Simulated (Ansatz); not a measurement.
Al under load (space group I4/mmm), Ansatz (an electronic-structure program) with PBEsol, DFPT electron-phonon coupling, linearised Boltzmann equation. Condition of this run: biaxial stress xx = yy = -3 GPa (compression positive) (the target of the relaxation). Phonon-limited resistivity 2.71 μΩ·cm at 300 K along y (a = (0.00, 2.10, 1.90) Å; b = (2.10, 0.00, 1.90) Å; c = (2.10, 2.10, 0.00) Å), 3.73 μΩ·cm at 400 K, current-weighted mean free path 18.6 nm, Drude plasma energy 12.96 eV.

Question: What temperature coefficient of resistance follows, and how does it compare with 1/T?

Answer: (ρ₄₀₀ − ρ₃₀₀)/(100 K × ρ₃₀₀) = 3.76×10⁻³ K⁻¹, against 1/T = 3.33×10⁻³ K⁻¹ for a resistivity proportional to T. It lies higher because phonons are still being populated at 300 K; impurities would add a constant and lower it.

Question: Estimate the electronic thermal conductivity at 300 K by the Wiedemann-Franz law (L₀ = 2.44×10⁻⁸ W·Ω/K²).

Answer: L₀T/ρ = 2.44×10⁻⁸ × 300/(2.71×10⁻⁸) = 270 W/(m·K). Inelastic scattering puts the true Lorenz number somewhat under L₀ near and below the Debye temperature.

Question: What is the classical skin depth at 1 GHz (nonmagnetic, μ₀ = 1.257×10⁻⁶ H/m)?

Answer: δ = √(ρ/(π f μ₀)) = 2620 nm.

A metal at this level (no band gap). Only scattering by harmonic phonons is included (no impurities, grain boundaries, electron-electron scattering or thermal expansion). Spin-orbit coupling is left out. The squared frequency of the phonon mode least converged on the k mesh is uncertain by about 19 %. The run warned that the eigensolver left some states short of its tolerance. Halving the electron mesh (36x36x36) moves the resistivity by up to 1 % at 300 K, the mean free path by up to 1 %. Smearing 0.20 eV; phonons on a 6x6x6 q mesh, which this run doesn't test.
